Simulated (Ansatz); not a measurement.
# Effective masses and thermopower of InP (R3m)

```yaml
crystal:
  lattice:
    - [-0.02155, 2.93823, 2.93823]
    - [2.93823, -0.02155, 2.93823]
    - [2.93823, 2.93823, -0.02155]
  atoms:
    - { symbol: In, position: [0.99936, 0.99936, 0.99936] }
    - { symbol: P, position: [0.25064, 0.25064, 0.25064] }
```

Method: r2SCAN with spin-orbit coupling, rigid bands (plane waves, PAW; Ansatz, an electronic-structure program). Condition of this run: uniaxial stress along [111] of 1 GPa (compression positive) (the target of the relaxation). How the cell was made: cell and atoms relaxed with r2SCAN, then loaded as said.

```json
{
 "band_gap": "0.99 eV",
 "electron conductivity mass (300 K, dilute)": "0.085 mₑ",
 "hole conductivity mass (300 K, dilute)": "0.45 mₑ",
 "effective density of states N_c (300 K)": "5.9e17 cm⁻³",
 "effective density of states N_v (300 K)": "1.2e19 cm⁻³",
 "density_of_states_mass_electrons": "0.082 mₑ",
 "density_of_states_mass_holes": "0.63 mₑ",
 "Seebeck coefficient, n-type 1e19 cm⁻³, 300 K": "-57 μV/K",
 "Seebeck coefficient, p-type 1e19 cm⁻³, 300 K": "292 μV/K",
 "best p-type power factor at 300 K for τ = 10 fs (best axis; densities from 1e16 to 1e21 cm⁻³ tried, whether or not they can be reached)": "13.2 μW/(cm·K²) at 3e20 cm⁻³"
}
```

Rigid bands; masses and Seebeck coefficients take one relaxation time τ for all states and one kind of carrier; polarons and phonon drag are left out.
